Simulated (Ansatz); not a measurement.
Bond-angle distributions (per cent of the angles at each element, bins of 10°) of a relaxed model of amorphous Ti40O78 at 3.61 g/cm³. Level of theory: PBE, scalar-relativistic without spin-orbit coupling (plane waves to 420 eV, PAW; Ansatz, a first-principles code). The usual formal charges leave 4 electrons over, so the level spacing at the Fermi energy parts defect or band states and needn't be the band gap. In the spin-polarised cell the level spacing at the Fermi energy can part levels of unlike spin.

The cell was made by melting and quenching with the CHGNet potential and then relaxed with DFT. O atoms were pushed apart under 1.9 Å during the dynamics, to hinder bonds among them. The hot cell started wider than the set density and was brought back towards it in steps. It is the lowest in DFT energy of 4 quenches. It is a model cell: composition and starting density were chosen by hand, and all elements were melted together. No dispersion term was used. Its density started from a set value of 3.75 and ended at 3.61 g/cm³. Cooling (nominally 240 K/ps over its main leg) ran many orders faster than in experiment, which tends to leave more defects and strain. One small periodic cell is one sample of the glass; other quenches scatter about these values. Volume and shape were free in the relaxation.

Bonds are counted up to Ti-Ti 3.12 Å, Ti-O 2.60 Å, O-O 1.58 Å. Two cations that share two anions don't count as bonded, nor two that share one unless they lie closer than Ti-Ti 3.04 Å.

| angle (°) | at Ti | at O |
|---|---|---|
| 50-60 | 0 | 0 |
| 60-70 | 1 | 0 |
| 70-80 | 17 | 0 |
| 80-90 | 18 | 2 |
| 90-100 | 18 | 20 |
| 100-110 | 17 | 25 |
| 110-120 | 5 | 11 |
| 120-130 | 3 | 13 |
| 130-140 | 4 | 11 |
| 140-150 | 4 | 11 |
| 150-160 | 5 | 5 |
| 160-170 | 5 | 2 |
| 170-180 | 1 | 0 |

They go with these counts of neighbours within the cut-offs, cation contacts included: Ti mean 5.5, most often 6; O mean 2.8, most often 3.
